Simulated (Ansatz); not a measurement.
## CsCl-type SmAg

These are r²SCAN (PAW; Ansatz, a first-principles code) values and carry that method's errors.

Numerical settings: plane-wave cutoff 560 eV, 16×16×16 k mesh, Fermi–Dirac smearing 0.05 eV, spin-polarised with parallel moments, scalar-relativistic PAW data made under PBE.

Cell (relaxed at this level):

```yaml
crystal:
  lattice:
    - [3.78869, 0.00000, 0.00000]
    - [0.00000, 3.78869, 0.00000]
    - [0.00000, 0.00000, 3.78869]
  atoms:
    - { symbol: Ag, position: [0.00000, 0.00000, 0.00000] }
    - { symbol: Sm, position: [0.50000, 0.50000, 0.50000], spin: 5.0 }
```

* **bulk modulus**: 40.7 GPa

Note: the magnetic order was assumed, not searched for or taken from measurement; the bulk modulus is −V dP/dV from two relaxed cells at ±2 % in volume; the 4f shell is treated without U or exact exchange, so its levels and filling can be wrong; the volume lies 10 % above that of the published cell.

Spins in the cell block are starting values.

Spin–orbit coupling is not included.
